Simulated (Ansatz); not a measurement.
The (10-10) face of wurtzite ZnS (a metastable polymorph) can be cut between different planes. Symmetric, stoichiometric slabs relaxed in the 1x1 cell (24.2 Å²): top plane S + Zn, 1.11 Å over the next in the ideal cut; top plane S + Zn, 2.22 Å over the next in the ideal cut.

Method: PBE (plane waves to 420 eV, PAW; Ansatz, an electronic-structure program).

Q: Rank these by surface energy (lowest first), as PBE gives it.

A: the cut with an outer spacing of 1.11 Å (0.38 J/m²), the cut with an outer spacing of 2.22 Å (1.14 J/m²)
